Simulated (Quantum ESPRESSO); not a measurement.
A working Quantum ESPRESSO input for Al2O3 (P1, 40 atoms in the cell) (DFT, LDA (PZ), plane waves, GBRV 1.5 ultrasoft (LDA) pseudopotentials):

```fortran
&CONTROL
   calculation = 'scf',
   prefix = 'al2o3',
   outdir = './tmp',
   pseudo_dir = './',
   tprnfor = .true.,
   tstress = .true.,
/
&SYSTEM
   ibrav = 0,
   nat = 40,
   ntyp = 2,
   ecutwfc = 40,
   ecutrho = 200,
   occupations = 'fixed',
   nbnd = 102,
/
&ELECTRONS
   conv_thr = 1.0d-10,
   mixing_beta = 0.7,
/
ATOMIC_SPECIES
Al    26.9815  al_lda_v1.uspp.F.UPF
O     15.9990  o_lda_v1.2.uspp.F.UPF
CELL_PARAMETERS {angstrom}
   5.6296600000     0.0000000000     0.0000000000
   2.8063100000     4.9058490000     0.0000000000
   0.2059340000    -0.0088310000    14.0825120000
ATOMIC_POSITIONS {angstrom}
Al    2.9518304227    3.2768879688   11.6931321890
Al    1.5700615214    0.7891123026   13.6020166906
Al    4.3298298815    0.7282471376   13.4193665099
Al    5.8275415250    3.3264947185   13.4004959438
Al    2.9275201196    0.0413067980    8.7627022669
Al    7.1524795099    2.4864234034    8.7748132272
Al    5.7634863886    1.6327812377   11.0825144686
Al    5.7692385274    1.6408231468    5.9250760989
Al    8.2803586625    4.8529828583    3.4120518325
Al    5.7398160798    0.0234866443    8.7817136581
Al    2.8442214421    3.3890507992    6.3492413603
Al    4.3220990854    2.4869768232    8.7528445085
Al    4.9792932567    3.8954562708    4.1991234282
Al    4.1200701054    2.5001067611    1.6620180662
Al    2.7364813478    1.5944656030    4.1213879619
Al    5.7247355736    4.7540444621    1.6708900488
O     2.8710649402    0.0455210808   12.5254086482
O     4.4426421887    2.4025949080   12.1971452934
O     5.7328908930    3.2052064372    9.7486189320
O     4.4072910154    0.8864490477    9.7611523677
O     5.7281266827    1.6551141002    7.7005992118
O     7.0761764687    2.4136701166   12.2162975098
O     5.7529156005    0.1048228953   12.2282676450
O     2.9821130824    4.8908791164    5.2527769760
O     7.2315503461    4.0678178380    7.7673503187
O     1.4209558209    0.9028223966    9.7805862342
O     2.9828773161    3.1336414305    3.0808311502
O     1.6299699068    2.4296836942    5.3774072072
O     2.9175481367    3.3092740702    9.8818394955
O     4.2359526119    4.0871884352    7.7793204539
O     2.9169800846    1.7485512302    7.8095978547
O     2.8392094472    1.4890894091    0.5986475851
O     1.5309698773    0.5417409399    3.0701284411
O     4.3392731336    2.5939063922    5.3392435997
O     4.2916190387    4.0536512927    0.5518936453
O     4.1498901880    0.8754236634    2.6998992006
O     3.1569245552    0.1260105659    5.0398493946
O     5.5666524788    3.2070447095    2.6708892259
O     6.8988259531    4.1333293407    0.3841709274
O     5.4885159989    1.6785872877    0.2315164973
K_POINTS {automatic}
3 3 1  0 0 0
```

The run converged in 14 iterations: free energy E − TS -12061.3355 eV; top of the valence band (on the code's own zero) 6.89 eV; gap on the k-point mesh 3.29 eV; pressure -9.61 GPa; largest force (vector length) 0.526 eV/Å. Each of these slips is then made, one at a time:

(1)
```diff
-/
-&ELECTRONS
-   conv_thr = 1.0d-10,
-   mixing_beta = 0.7,
```

(2)
```diff
+   electron_maxstep = 3,
```

(3)
```diff
-   mixing_beta = 0.7,
+   mixing_beta = 0.9,
+   mixing_ndim = 2,
```

Q: Predict the outcome of each change.

A: 
(1) A required namelist left out. The program stopped before any SCF iteration.
```
Error in routine  read_namelists (1):
bad line in namelist &electrons: "3 3 1  0 0 0" (error could be in the previous line)
```

(2) An iteration limit that is too low. The run ended unconverged after 3 iterations.

(3) Unsuitable density mixing. The run converged in 31 iterations, and against the sound input the free energy is nearly the same (within 1 meV/atom), the pressure stays at -9.61 GPa, the largest force stays at 0.526 eV/Å and the gap on the mesh stays at 3.287 eV. It cost iterations: the sound input took 14.

The starting cell comes from a database of computed structures (which also holds hypothetical and non-ambient phases and stackings), without a prior relaxation at this level. In the base run, with a pressure of about -10 GPa the cell is away from its equilibrium volume at this level.

Left out of this page: 4 runs of the series outside the window shown, repeating another row's setting, or not comparable.
